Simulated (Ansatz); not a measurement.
Defect: N vacancy in wurtzite AlN strained by +1.5 % along x and y, z held, charge state +1. These are PBE, PAW (plane waves to 420 eV; Ansatz, a first-principles code) values and carry that method's errors.

Cell of 72 host sites held at the strained lattice (strain from the relaxed PBE one, atoms relaxed); a 2×2×2 k-point mesh shifted by half a step along c; Fermi-Dirac width 0.01 eV, spin-restricted; finite-size errors left in. No zero-point or tunnelling terms. The charge state is imposed; whether it is stable for some Fermi level was not computed. Forms of the defect that were not tried may lie lower.

Relaxed starting cell (atoms counted from 1):

```yaml
crystal:
  lattice:
    - [9.53162, 0.00000, 0.00000]
    - [-4.76581, 8.25463, 0.00000]
    - [0.00000, 0.00000, 10.03632]
  atoms:
    - { symbol: Al, position: [0.22221, 0.11135, 0.23902] }
    - { symbol: Al, position: [0.22218, 0.11136, 0.74908] }
    - { symbol: Al, position: [0.22299, 0.44580, 0.24815] }
    - { symbol: Al, position: [0.22297, 0.44577, 0.74931] }
    - { symbol: Al, position: [0.22295, 0.77769, 0.24816] }
    - { symbol: Al, position: [0.22296, 0.77779, 0.74931] }
    - { symbol: Al, position: [0.55584, 0.11053, 0.24814] }
    - { symbol: Al, position: [0.55577, 0.11056, 0.74930] }
    - { symbol: Al, position: [0.55584, 0.44584, 0.24814] }
    - { symbol: Al, position: [0.55579, 0.44576, 0.74929] }
    - { symbol: Al, position: [0.55550, 0.77801, 0.24854] }
    - { symbol: Al, position: [0.55549, 0.77802, 0.74930] }
    - { symbol: Al, position: [0.88772, 0.11051, 0.24814] }
    - { symbol: Al, position: [0.88777, 0.11055, 0.74930] }
    - { symbol: Al, position: [0.88883, 0.44468, 0.24852] }
    - { symbol: Al, position: [0.88885, 0.44469, 0.74938] }
    - { symbol: Al, position: [0.88768, 0.77769, 0.24816] }
    - { symbol: Al, position: [0.88779, 0.77778, 0.74927] }
    - { symbol: Al, position: [0.10690, 0.22656, 0.50025] }
    - { symbol: Al, position: [0.11071, 0.22280, 0.99791] }
    - { symbol: Al, position: [0.11035, 0.55545, 0.49930] }
    - { symbol: Al, position: [0.11076, 0.55563, 0.99881] }
    - { symbol: Al, position: [0.10696, 0.88093, 0.50020] }
    - { symbol: Al, position: [0.11068, 0.88841, 0.99791] }
    - { symbol: Al, position: [0.45267, 0.22655, 0.50021] }
    - { symbol: Al, position: [0.44510, 0.22281, 0.99790] }
    - { symbol: Al, position: [0.44476, 0.55651, 0.49951] }
    - { symbol: Al, position: [0.44450, 0.55599, 0.99872] }
    - { symbol: Al, position: [0.44475, 0.88875, 0.49948] }
    - { symbol: Al, position: [0.44447, 0.88900, 0.99876] }
    - { symbol: Al, position: [0.77810, 0.22316, 0.49931] }
    - { symbol: Al, position: [0.77787, 0.22273, 0.99882] }
    - { symbol: Al, position: [0.77808, 0.55545, 0.49931] }
    - { symbol: Al, position: [0.77788, 0.55563, 0.99878] }
    - { symbol: Al, position: [0.77695, 0.88873, 0.49951] }
    - { symbol: Al, position: [0.77750, 0.88899, 0.99872] }
    - { symbol: N, position: [0.22217, 0.11134, 0.94147] }
    - { symbol: N, position: [0.22262, 0.44465, 0.44038] }
    - { symbol: N, position: [0.22200, 0.44440, 0.94086] }
    - { symbol: N, position: [0.22264, 0.77850, 0.44038] }
    - { symbol: N, position: [0.22197, 0.77810, 0.94086] }
    - { symbol: N, position: [0.55506, 0.11086, 0.44036] }
    - { symbol: N, position: [0.55541, 0.11151, 0.94086] }
    - { symbol: N, position: [0.55502, 0.44465, 0.44037] }
    - { symbol: N, position: [0.55542, 0.44440, 0.94084] }
    - { symbol: N, position: [0.55548, 0.77798, 0.44066] }
    - { symbol: N, position: [0.55548, 0.77801, 0.94089] }
    - { symbol: N, position: [0.88882, 0.11084, 0.44037] }
    - { symbol: N, position: [0.88911, 0.11151, 0.94086] }
    - { symbol: N, position: [0.88882, 0.44467, 0.44078] }
    - { symbol: N, position: [0.88883, 0.44464, 0.94094] }
    - { symbol: N, position: [0.88883, 0.77848, 0.44038] }
    - { symbol: N, position: [0.88908, 0.77808, 0.94083] }
    - { symbol: N, position: [0.11114, 0.22239, 0.19197] }
    - { symbol: N, position: [0.11151, 0.22204, 0.68973] }
    - { symbol: N, position: [0.11114, 0.55582, 0.19096] }
    - { symbol: N, position: [0.11115, 0.55585, 0.69059] }
    - { symbol: N, position: [0.11109, 0.88922, 0.19195] }
    - { symbol: N, position: [0.11151, 0.89003, 0.68970] }
    - { symbol: N, position: [0.44432, 0.22243, 0.19196] }
    - { symbol: N, position: [0.44352, 0.22203, 0.68971] }
    - { symbol: N, position: [0.44440, 0.55579, 0.19074] }
    - { symbol: N, position: [0.44443, 0.55585, 0.69082] }
    - { symbol: N, position: [0.44437, 0.88912, 0.19076] }
    - { symbol: N, position: [0.44442, 0.88911, 0.69080] }
    - { symbol: N, position: [0.77771, 0.22237, 0.19096] }
    - { symbol: N, position: [0.77771, 0.22239, 0.69059] }
    - { symbol: N, position: [0.77770, 0.55585, 0.19094] }
    - { symbol: N, position: [0.77770, 0.55585, 0.69059] }
    - { symbol: N, position: [0.77772, 0.88911, 0.19074] }
    - { symbol: N, position: [0.77764, 0.88910, 0.69082] }
```
Cell charge +1.

End state 1 differs by these moves (Å; atoms that move under 0.08 Å are left out):

| atom | element | Δx | Δy | Δz |
|---|---|---|---|---|
| 1 | Al | 0.00 | 0.01 | 0.09 |
| 5 | Al | -0.01 | 0.00 | -0.09 |
| 23 | Al | -0.06 | 0.10 | 0.00 |
| 40 | N | -1.59 | 2.75 | 0.00 |

Question: What is the computed forward and backward barriers to end state 1 (PBE, PAW)?

Answer: forward 4.26 eV, backward 4.26 eV; at the saddle point atom 40 has neighbours Al at 1.79, Al at 2.18, Al at 2.19, 2 Al at 2.27 Å. The saddle point's order was not checked, and it lies on a symmetry element of the cell, where a band can be held.

End state 2 differs by these moves (Å; atoms that move under 0.08 Å are left out):

```tsv
atom	element	Δx	Δy	Δz
1	Al	0.00	0.00	0.09
19	Al	0.06	-0.03	-0.11
55	N	1.58	-0.91	-2.49
```

Question: Estimate the forward and backward barriers to end state 2 that PBE, PAW returns for this input.

Answer: forward 4.32 eV, backward 4.32 eV; at the saddle point atom 55 has neighbours Al at 1.76, Al at 1.85 Å. The saddle point's order was not checked, and it lies on a symmetry element of the cell, where a band can be held.
